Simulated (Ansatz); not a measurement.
Consider TlBr in the zinc blende structure (space group F-43m, No. 216; a = 7.311 Å; a hypothetical phase, not in the database extracts checked).

Levels (all Ansatz, a quantum-chemistry and plane-wave program, PAW): PBEsol (420 eV, no spin-orbit coupling); HSE06 (420 eV, no SOC).

Its gap is 2.76 eV with PBEsol and 3.55 eV with HSE06.

Modification: cell and atoms relaxed at a pressure of 9 GPa.

With PBEsol the gap becomes 1.63 eV.

If the HSE06 correction stayed the same, what would the HSE06 gap be, and what does the HSE06 run give?

A rigid correction of +0.79 eV gives 2.42 eV. The HSE06 run gives 2.31 eV, so the correction itself changes by -0.11 eV.

Single points use the geometry relaxed with PBEsol. HSE06 gaps are upper bounds (no full band path). With Tl present, leaving out spin-orbit coupling can change the band edges. Load acts through the strain it causes; cell and atoms are relaxed under it. No phonon test of stability was made. No other phases were tried under pressure.
